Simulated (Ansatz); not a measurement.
The parent structure is PtSe₂ in the CdI2 type structure (space group P-3m1, No. 164; a = 3.7307 Å, c = 5.2561 Å; layered, stacked along the Cartesian z axis).

Calculations: r2SCAN+rVV10, PAW, 500 eV (Ansatz, a quantum-chemistry and plane-wave program; spin-orbit coupling left out).

Base values:

```
Quantity                        Result
-----------------------------  -------
Shortest interatomic distance  2.515 Å
```

The change: a free-standing slab of 3 layers (9 atoms, 3 a layer) is cut normal to the stacking axis, with 15 Å of vacuum and the in-plane cell relaxed.

Q: Predict the new shortest interatomic distance.

A: The shortest interatomic distance decreases by 0.009 Å, from 2.515 Å to 2.506 Å.

Q: What does the calculation give for the gap character after the change?

A: The gap character is indirect, K–Γ (80 % along) → Γ–M (50 % along).

Spin-orbit coupling, missing from the scalar runs, can matter with Pt. Stability against distortions was not tested. The final runs are not spin-polarised.
